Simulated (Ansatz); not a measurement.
Band structure of La2O3 (P-3m1, 5 atoms in the cell).

```yaml
crystal:
  lattice:
    - [3.95908, 0.00000, 0.00000]
    - [-1.97954, 3.42867, 0.00000]
    - [0.00000, 0.00000, 6.15596]
  atoms:
    - { symbol: La, position: [0.66667, 0.33333, 0.75376] }
    - { symbol: La, position: [0.33333, 0.66667, 0.24624] }
    - { symbol: O, position: [0.66667, 0.33333, 0.35411] }
    - { symbol: O, position: [0.33333, 0.66667, 0.64589] }
    - { symbol: O, position: [0.00000, 0.00000, 0.00000] }
```

Method of the run: PBE (plane waves, PAW; Ansatz, a first-principles code).

Settings: kpoints.mp_grid.grid = 7 7 4; hamiltonian.xc = pbe; hamiltonian.pseudopotentials = {kind: paw} (the program's default PAW files); scf.occupations.method = fixed; kpoints.band_path.npoints = 8.

The starting cell comes from a database of computed structures (which also holds hypothetical and non-ambient phases and stackings), without a prior relaxation at this level. Its lattice was rescaled by a random factor within 2.5 % of one.

Task: Predict the gap along the standard path and the places of the band edges.

Result: The gap along the path is 3.81 eV, from L to M; the smallest direct gap on it is 3.97 eV. Another conduction valley lies within 0.1 eV, so the order of the valleys is not sure.

Levels in eV from the top of the valence band on the path, bands 17 to 24:
| point | 17 | 18 | 19 | 20 | 21 | 22 | 23 | 24 |
|---|---|---|---|---|---|---|---|---|
| Γ | -1.61 | -0.36 | -0.36 | -0.09 | 4.22 | 4.51 | 4.51 | 5.02 |
| M | -0.71 | -0.64 | -0.42 | -0.28 | 3.81 | 4.59 | 4.99 | 5.04 |
| K | -0.79 | -0.79 | -0.75 | -0.13 | 3.84 | 4.63 | 4.63 | 4.83 |
| A | -0.98 | -0.75 | -0.27 | -0.27 | 4.57 | 4.61 | 4.61 | 4.83 |
| L | -0.95 | -0.67 | -0.37 | 0.00 | 4.31 | 4.54 | 4.90 | 5.02 |
| H | -0.57 | -0.27 | -0.27 | -0.23 | 4.21 | 4.74 | 4.78 | 4.78 |

Keys are those of Ansatz 0.2.
